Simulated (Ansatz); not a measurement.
The parent structure is Ag in the diamond structure (space group Fd-3m, No. 227; a = 6.218 Å; a hypothetical phase, not in the database extracts checked).

(Cell as relaxed with PBE.)

Levels (all Ansatz, a first-principles code, PAW): PBE (420 eV, scalar-relativistic without spin-orbit coupling); PBEsol (420 eV, without spin-orbit coupling).

Each level relaxes its own structure.

```json
[
 {"quantity": "volume per atom", "PBE": "30.05 Å³", "PBEsol": "?"},
 {"quantity": "lattice parameter a", "PBE": "6.218 Å", "PBEsol": "?"},
 {"quantity": "band gap", "PBE": "zero", "PBEsol": "?"}
]
```

Given the PBE results, estimate those of PBEsol.


- volume per atom, PBEsol: 27.52 Å³
- lattice parameter a, PBEsol: 6.038 Å
- band gap, PBEsol: zero

PBE's volume per atom lies 2.53 Å³ above PBEsol's (9.2 %); PBE's lattice parameter a lies 0.180 Å above PBEsol's (3.0 %); the two agree on the band gap. Neither level is exact; PBEsol is the comparison here, not a measurement.

Whether these cells are dynamically stable was not tested.
